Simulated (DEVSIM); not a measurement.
Device: illuminated Si n-on-p cell, one wavelength, at 300 K.

Layer 1 from the left is Si, thickness (μm) 0.140, Nd (cm⁻³) 7.9e18, τn (s) 1.6e-5, τp (s) 2.3e-6, absorption coefficient (cm⁻¹) 950. Layer 2 from the left is Si, thickness (μm) 130, Na (cm⁻³) 6.2e15, τn (s) 5.7e-5, τp (s) 5.7e-5, absorption coefficient (cm⁻¹) 950.

Left contact: ohmic, minority hole recombination velocity 30000 cm/s. Right contact: ohmic, minority electron recombination velocity 1e5 cm/s. Voltage is applied to the left contact. Recombination: SRH at mid-gap, radiative, Auger. Light enters at the left, 1.2e18 photons cm⁻² s⁻¹, one pass, no reflection. Mobility is constant in doping.

The device is made up for the run: typed textbook-type constants, with dimensions and the other settings drawn at random. Values at 300 K.

Si: gap (eV) 1.124, affinity (eV) 4.05, permittivity 11.7, Nc (cm⁻³) 2.86e19, Nv (cm⁻³) 3.1e19, μn (cm²/Vs) 1417, μp (cm²/Vs) 470, B (cm³/s) 4.7e-15, Cn (cm⁶/s) 2.8e-31, Cp (cm⁶/s) 9.9e-32.

Simulated with DEVSIM: 1D drift-diffusion, Boltzmann statistics, complete ionisation; no tunnelling, impact ionisation, image-force lowering or self-heating.

Problem. What does the simulation give for the short-circuit current, the dark forward voltage at 1 A/cm², the share of generated pairs collected at short circuit?

Solution. short-circuit current 179 mA/cm²; dark forward voltage at 1 A/cm² 0.664 V; share of generated pairs collected at short circuit 0.929.
